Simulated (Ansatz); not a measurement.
System: cubic perovskite CsPbCl3 (cubic high-temperature phase). Method: PBE (plane waves, PAW; Ansatz, an electronic-structure program).

Run with plane-wave cutoff 520 eV, 6×6×6 k mesh, Fermi–Dirac smearing 0.01 eV, scalar-relativistic PAW data made under PBE.

Properties against volume:

| V (Å³/atom) | P (GPa) | direct gap at Γ (eV) | smallest gap on the k mesh (eV) |
|---|---|---|---|
| 35.473 | 1.56 | 5.865 | 1.963 |
| 36.227 | 0.98 | 5.813 | 2.052 |
| 36.982 | 0.46 | 5.762 | 2.135 |
| 37.737 | 0.00 | 5.713 | 2.210 |
| 38.491 | -0.41 | 5.666 | 2.278 |
| 39.246 | -0.78 | 5.620 | 2.340 |
| 40.001 | -1.11 | 5.575 | 2.396 |

The fundamental gap (2.21 eV at the equilibrium volume, with added k points) lies elsewhere than Γ–Γ.

Note: the relaxation could not lower the start's symmetry, so the cell can be a saddle point above a distorted one.

Spin–orbit coupling is not included; with these elements it can move the gap by several tenths of an eV or more.
